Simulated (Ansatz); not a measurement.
A hypothetical phase is included: elements placed on a structure type, which no database files for this compound.

Inside the gap of an insulator the Bloch states are evanescent, with a wavenumber k + iκ along the transport direction.

Here is the system:

```yaml
crystal:
  lattice:
    - [5.62016, 0.00000, 0.00000]
    - [0.00000, 6.68369, 0.00000]
    - [0.00000, 0.00000, 5.62016]
  atoms:
    - { symbol: Si, position: [0.91629, 0.00000, 0.08371] }
    - { symbol: Si, position: [0.41629, 0.25000, 0.41629] }
    - { symbol: Si, position: [0.08371, 0.50000, 0.91629] }
    - { symbol: Si, position: [0.58371, 0.75000, 0.58371] }
    - { symbol: Si, position: [0.62943, 0.75070, 0.16747] }
    - { symbol: Si, position: [0.33253, 0.00070, 0.12943] }
    - { symbol: Si, position: [0.37057, 0.25070, 0.83253] }
    - { symbol: Si, position: [0.66747, 0.50070, 0.87057] }
    - { symbol: Si, position: [0.87057, 0.99930, 0.66747] }
    - { symbol: Si, position: [0.16747, 0.74930, 0.62943] }
    - { symbol: Si, position: [0.12943, 0.49930, 0.33253] }
    - { symbol: Si, position: [0.83253, 0.24930, 0.37057] }
```

The cell was relaxed by PBE-D3(BJ); by r2SCAN it stands under a pressure of 2.7 GPa.

Transport runs along the normal of the first two printed cell vectors, the (100) plane of the conventional cell.

No gap correction and no spin-orbit coupling; mid-gap is the computed energy nearest the middle.

**Question.** Estimate the band gap and the smallest decay constant κ at mid-gap that r2SCAN in Ansatz (an electronic-structure program) returns for this system.

**Answer.** Gap 1.37 eV on a 6×6×6 mesh; κ = 0.122 1/Å, at the zone centre.
